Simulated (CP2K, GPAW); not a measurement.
A GPAW input for a self-consistent single point of HgS (F-43m, 2 atoms in the cell) (DFT LDA (Perdew-Wang 92), plane waves, GPAW PAW datasets LDA (gpaw-data 1.0.1)):

```python
from ase import Atoms
from ase.units import GPa
from gpaw import GPAW

atoms = Atoms(['Hg', 'S'],
              cell=[[0.000000, 2.923635, 2.923635],
                    [2.923635, 0.000000, 2.923635],
                    [2.923635, 2.923635, 0.000000]],
              scaled_positions=[[0.000000, 0.000000, 0.000000],
                                [0.250000, 0.250000, 0.250000]],
              pbc=True)

calc = GPAW(mode={'name': 'pw', 'ecut': 600},
            xc='LDA',
            kpts=(13, 13, 13),
            occupations={'name': 'fermi-dirac', 'width': 0.05},
            nbands=-6,
            convergence={'density': 1e-05},
            symmetry={'symmorphic': False, 'tolerance': 0.0005},
            maxiter=150,
            txt='-')

atoms.calc = calc

energy = atoms.get_potential_energy()
print('Energy (eV):', round(energy, 6))
forces = atoms.get_forces()
print('Forces (eV/Ang):')
print(forces.round(5))
stress = atoms.get_stress()
print('Stress (GPa, Voigt):', (stress / GPa).round(4))
```

Give the CP2K input for the same structure, mesh, smearing and functional.

One input that does it (others would too):

```
&GLOBAL
  PROJECT hgs
  RUN_TYPE ENERGY_FORCE
  PRINT_LEVEL MEDIUM
&END GLOBAL
&FORCE_EVAL
  METHOD Quickstep
  STRESS_TENSOR ANALYTICAL
  &DFT
    BASIS_SET_FILE_NAME BASIS_MOLOPT
    POTENTIAL_FILE_NAME GTH_POTENTIALS
    &QS
      METHOD GPW
      EPS_DEFAULT 1E-10
    &END QS
    &MGRID
      CUTOFF 500
      REL_CUTOFF 50
      NGRIDS 5
    &END MGRID
    &SCF
      SCF_GUESS ATOMIC
      EPS_SCF 1E-7
      MAX_SCF 100
      ADDED_MOS 4
      &DIAGONALIZATION
        ALGORITHM STANDARD
      &END DIAGONALIZATION
      &MIXING
        METHOD BROYDEN_MIXING
        ALPHA 0.2
        NBUFFER 12
        BETA 1
      &END MIXING
      &SMEAR ON
        METHOD FERMI_DIRAC
        ELECTRONIC_TEMPERATURE [K] 580.23
      &END SMEAR
    &END SCF
    &KPOINTS
      SCHEME MONKHORST-PACK 13 13 13
    &END KPOINTS
    &XC
      &XC_FUNCTIONAL PADE
      &END XC_FUNCTIONAL
    &END XC
    &PRINT
      &MO
        EIGENVALUES T
        OCCUPATION_NUMBERS T
        NDIGITS 8
        FILENAME mo
        &EACH
          QS_SCF 0
        &END EACH
        ADD_LAST NUMERIC
      &END MO
      &MULLIKEN ON
      &END MULLIKEN
    &END PRINT
  &END DFT
  &SUBSYS
    &CELL
      ABC 4.13464400 4.13464423 4.13464428
      ALPHA_BETA_GAMMA 60.00000163 60.00000223 60.00000180
      PERIODIC XYZ
    &END CELL
    &COORD
      SCALED
      Hg       0.00000000     0.00000000     0.00000000
      S        0.25000000     0.25000000     0.25000000
    &END COORD
    &KIND Hg
      BASIS_SET DZVP-MOLOPT-SR-GTH
      POTENTIAL GTH-PADE-q12
    &END KIND
    &KIND S
      BASIS_SET DZVP-MOLOPT-SR-GTH
      POTENTIAL GTH-PADE-q6
    &END KIND
  &END SUBSYS
  &PRINT
    &FORCES ON
    &END FORCES
    &STRESS_TENSOR ON
    &END STRESS_TENSOR
  &END PRINT
&END FORCE_EVAL
```

Basis settings and potentials, where a program has them, do not carry over. This input uses DFT LDA (Pade form), GPW, DZVP-MOLOPT-SR-GTH basis, GTH-PADE potentials (GTH_POTENTIALS). LDA parametrisations can differ slightly between programs. Both were run: pressure -0.74 GPa in GPAW and -0.52 in CP2K.

On CP2K: the starting cell comes from a database of computed structures (which also holds hypothetical and non-ambient phases and stackings), without a prior relaxation at this level. Its lattice was rescaled by a random factor within 2.5 % of one. Values carry the incompleteness of an atom-centred basis. The run gives no clean gap (levels at the Fermi energy touch, overlap or are partly filled at this smearing), which alone does not show that the compound is a metal.

On GPAW: the starting cell comes from a database of computed structures (which also holds hypothetical and non-ambient phases and stackings), without a prior relaxation at this level. Its lattice was rescaled by a random factor within 2.5 % of one. The run gives no clean gap (levels at the Fermi energy touch, overlap or are partly filled at this smearing), which alone does not show that the compound is a metal.
